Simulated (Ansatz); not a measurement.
Consider Cu3Au in the Cu3Au type structure (space group Pm-3m, No. 221; a = 3.7808 Å; relaxed with 0.1 eV smearing).

Method: Ansatz (a quantum-chemistry and plane-wave program) PBE, no SOC.

Before the change:

| Item | Result |
|---|---|
| Pressure | 0.0 GPa |
| Band gap | zero |

One thing is altered: the cell is scaled by 1.0071 in all directions, atoms relaxed at fixed cell.

Question: What happens to the pressure?

Answer: The pressure goes from zero to -2.8 GPa.

Question: What happens to the energy relative to the base?

Answer: The energy rises by 2.6 meV/atom.

Question: How does this affect the band gap?

Answer: The band gap stays zero.

The cells carry an imposed strain or load. Whether these cells are dynamically stable was not tested. The final runs are not spin-polarised.
